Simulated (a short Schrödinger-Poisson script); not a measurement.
## Gated Al0.3Ga0.7N/GaN polarisation-induced gas

System: gated Al0.3Ga0.7N/GaN polarisation-induced gas, at 20 K.

| layer | material | thickness (nm) | Na (cm⁻³) |
|---|---|---|---|
| 1 | Al0.3Ga0.7N | 15 | - |
| 2 | GaN | 6000 | 7e15 |

The device is made up for the run: typed textbook-type constants, with dimensions and the other settings drawn at random. Al0.3Ga0.7N: permittivity 9.32, conduction-band edge (eV) 0.414, gap (eV) 4.021, electron mass (mₑ) 0.236, Nv at 300 K (cm⁻³) 4.6e19. GaN: permittivity 9.5, conduction-band edge (eV) 0, gap (eV) 3.43, Nv at 300 K (cm⁻³) 4.6e19.

Channel valleys (confinement mass, in-plane density-of-states mass, number): Γ 0.2, 0.2, 1. At the gate the conduction-band edge of layer 1 lies 1.33 eV − eVg above the Fermi level of the channel; the field vanishes at the back. Sheet of polarisation charge: +1.5e13 e/cm² at 15 nm from the gate. The barrier under the gate holds no holes. Gaps are held at their typed values at every temperature. Mesh 0.08 nm at interfaces.

From a short Schrödinger-Poisson script (our own, NumPy): 1D Poisson equation in equilibrium, electrons quantum, Hartree (BenDaniel-Duke, 40 states a valley, the channel's in-plane mass for all, wave functions free to enter the barrier), parabolic valleys, classical holes, full ionisation, no traps, pinning or gate leakage.

```
Vg (V)  electrons (cm⁻²)  in the channel layer  C (μF/cm²)  Γ E0 (meV)  Γ E1 (meV)
------  ----------------  --------------------  ----------  ----------  ----------
0.5              1.17e13               1.06e13       0.523      -131.1        -9.5
0                1.01e13               9.32e12       0.519      -115.2        -5.9
-0.5             8.51e12               7.96e12       0.514       -99.1        -2.4
-1               6.91e12               6.56e12       0.509       -82.4         2.4
-1.5             5.34e12               5.13e12       0.503       -63.9        13.5
-2               3.78e12               3.67e12       0.497       -45.2        24.9
-2.5             2.24e12               2.19e12       0.489       -26.8        35.1
-3               7.31e11               7.24e11       0.474        -8.7        42.9
```

Gate voltages with under 1e6 electrons/cm² are left out.

Subbands count from the Fermi level.
